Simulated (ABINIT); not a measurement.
## Pressure against volume in zinc-blende MgTe (space group 216) (ABINIT, LDA)

```
MgTe
1.0
    0.00000     3.08515     3.08515
    3.08515     0.00000     3.08515
    3.08515     3.08515     0.00000
Mg Te
1 1
Cartesian
  0.00000   0.00000   0.00000
  4.62773   4.62773   4.62773
```

Method of the run: LDA (PW92), norm-conserving pseudopotentials (PseudoDojo nc-sr-04 LDA standard) (plane waves; ABINIT). Settings: pseudos = [Mg.upf, Te.upf]; ecut = 1497 eV; ixc = 7; occopt = 3; tsmear = 0.01 eV; ngkpt = 9 9 9; nshiftk = 1; shiftk = 0 0 0; potentials = PseudoDojo nc-sr-04 LDA standard; nband = 18; kptopt = 1; nstep = 60; tolvrs = 1e-10. The cell above is the first row's. The rows scale it uniformly. In all rows fractional positions and the k mesh are held.

```
V (Å^3/atom)  P (GPa)
------------  -------
29.365           4.50
30.003           3.33
30.642           2.28
31.280           1.33
31.918           0.47
32.557          -0.30
33.195          -1.00
33.834          -1.63
34.472              ?
```

Question: Using a cubic, estimate the missing P at V = 34.472 from the other rows, showing the fit.

Answer: With u = V - 31.6, the rows have u = -2.2350, -1.5970, -0.9580, -0.3200, 0.3180, 0.9570, 1.5950, 2.2340. Least squares gives P = 0.888 - 1.3416·u + 0.10930·u² - 0.00598·u³. Residuals (row less fit): 0.001, -0.004, 0.001, 0.001, -0.002, 0.001, -0.002, 0.000; standard error 0.003 (degrees of freedom: 4). The fitted pressure is zero at V0 = 32.30, where dP/dV = -1.197, so B0 = -V0·dP/dV = 38.7 GPa. At the withheld row, u = 2.8720, so P = 0.888 - 1.3416 × 2.8720 + 0.10930 × 2.8720² - 0.00598 × 2.8720³ = -2.205 GPa. The calculation gives -2.20 GPa, 0.005 GPa above the prediction (0.1 % of the range of P in the table). The row lies outside the fitted rows, so this is an extrapolation. From the scatter of the fitted rows alone, a prediction at this place has a standard error of 0.007 GPa, so the miss is 0.7 times that.

Carrying the step between the two nearest rows on in a straight line would have given -2.26, off by 0.06; series whose last step already gives the withheld value aren't shown. The scan was laid around a cell of about the measured size, scaled by a guess for this functional. This is a metastable polymorph. The runs keep the symmetry of the cell, so they don't test it for distortions. The LDA file for Te was generated anew from PseudoDojo's inputs, some of which were changed. Spin-orbit coupling is off. Cutoffs and mesh are single choices, not tested for convergence of this quantity. Series with a scatter that would blur these digits, or in which a gap closes, are not shown.
